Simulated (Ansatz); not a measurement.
Input and output of a self-consistent single point for KNaCl2 (P1, 4 atoms in the cell) (Ansatz, a quantum-chemistry and plane-wave program).

Level of theory: LDA (PW92), PAW files made with PBE (plane waves; Ansatz).

The change in words: atoms moved at random. Reference geometry:
```
CELL_PARAMETERS angstrom
      2.08632     1.20454     6.94949
     -2.08632     1.20454     6.94949
      0.00000    -2.40908     6.94949
ATOMIC_POSITIONS crystal
  K  0.50000 0.50000 0.50000
  Na 0.00000 0.00000 0.00000
  Cl 0.74047 0.74047 0.74047
  Cl 0.25953 0.25953 0.25953
```

Reference input (self-consistent single point, DFT, LDA (PW92), plane waves, PAW files made with PBE): kpoints.mp_grid.grid = 8 8 8; hamiltonian.xc = lda; hamiltonian.pseudopotentials = {kind: paw} (the program's default PAW files); scf.occupations.method = fixed. This run's input differs from it in these lines:

Ansatz 0.2 input:
```diff
@@ -7,6 +7,6 @@
   atoms:
-    - { symbol: K, position: [0.500000, 0.500000, 0.500000] }
-    - { symbol: Na, position: [0.000000, 0.000000, 0.000000] }
-    - { symbol: Cl, position: [0.740466, 0.740466, 0.740466] }
-    - { symbol: Cl, position: [0.259534, 0.259534, 0.259534] }
+    - { symbol: K, position: [0.512321, 0.505856, 0.494113] }
+    - { symbol: Na, position: [-0.008289, -0.003229, 0.010102] }
+    - { symbol: Cl, position: [0.738775, 0.736673, 0.744800] }
+    - { symbol: Cl, position: [0.257193, 0.260700, 0.250985] }
 kpoints:
```

The program printed (abridged):

```
SCF iter   1: F=—  HF=-5060.484112 eV  |F-HF|=—  |Δ(HF+E_count)|=         —  Δρ=5.80e-2  dr2=4.71e0  ethr=3.10e-3  ⟨swp⟩=4.9  Hψ=25018  notcnv=0  defer=451
all-band conjugate gradients solve this SCF's bands
preconditioner: auto → Resta (q_TF=auto, 2.239 Å⁻¹)
SCF iter   2: F=—  HF=-5058.715488 eV  |F-HF|=—  |Δ(HF+E_count)|=    1.77e0  Δρ=1.66e-2  dr2=4.96e-1  ethr=3.10e-3  ⟨swp⟩=3.7  Hψ=13591  notcnv=0  defer=424
   [... lines left out ...]
SCF iter   5: F=—  HF=-5058.488870 eV  |F-HF|=—  |Δ(HF+E_count)|=   7.32e-5  Δρ=3.71e-4  dr2=1.24e-4  ethr=5.17e-6  ⟨swp⟩=2.0  Hψ=10235  notcnv=0  defer=520
SCF iter   6: F=—  HF=-5058.488945 eV  |F-HF|=—  |Δ(HF+E_count)|=   7.43e-5  Δρ=9.31e-5  dr2=8.40e-6  ethr=3.87e-7  ⟨swp⟩=2.7  Hψ=9619  notcnv=0  defer=519
SCF iter   7: F=—  HF=-5058.488945 eV  |F-HF|=—  |Δ(HF+E_count)|=   8.13e-7  Δρ=1.97e-5  dr2=3.43e-7  ethr=2.62e-8  ⟨swp⟩=2.0  Hψ=9544  notcnv=0  defer=507
SCF iter   8: F=-5058.488946 eV  HF=-5058.488946 eV  |F-HF|=1.62e-8  |Δ(HF+E_count)|=   1.76e-7  Δρ=4.94e-6  dr2=2.11e-8  ethr=3.13e-10  ⟨swp⟩=10.4  Hψ=33926  notcnv=0
SCF 1 converged in 8 iterations: F = -5058.488946 eV  dr2 = 2.11e-8
Free energy (F): -5058.488946 eV
Internal energy: -5058.488946 eV  (E = F + TS)
E sigma→0 (E₀):  -5058.488946 eV
Fermi energy:    0.907633 eV
--- Forces (eV/Å), atoms counted from 1 ---
  atom   1  K     -0.02791311    -0.04835100    -0.29987092
  atom   2  Na     0.00894030     0.03227605     0.08636409
  atom   3  Cl    -0.00410426     0.02119511     0.06108477
  atom   4  Cl     0.02307692    -0.00511903     0.15241353
--- Stress (GPa, compression-positive) ---
       -1.738839       0.033593       0.038714
        0.033593      -1.703797      -0.001079
        0.038714      -0.001079      -1.998794
  P = ⅓ Tr σ = -1.8138 GPa (-18.138 kbar)
  The stress holds the Pulay correction. Without it, at fixed plane waves, as pw.x and ABINIT print it: P = -1.8189 GPa
```

The run converged in 8 iterations. Against the reference run the free energy goes up by 4.6 meV/atom, the pressure goes from -1.97 to -1.81 GPa, the largest force goes from 0.064 to 0.305 eV/Å and the gap on the mesh goes from 4.691 to 4.658 eV.

The starting cell comes from a database of computed structures (which also holds hypothetical and non-ambient phases and stackings), without a prior relaxation at this level. For this run, on top of that: atoms moved at random. Ansatz's pressure includes its estimate of the finite-basis (Pulay) stress.

Cost on one core of a shared machine: roughly 40 s.
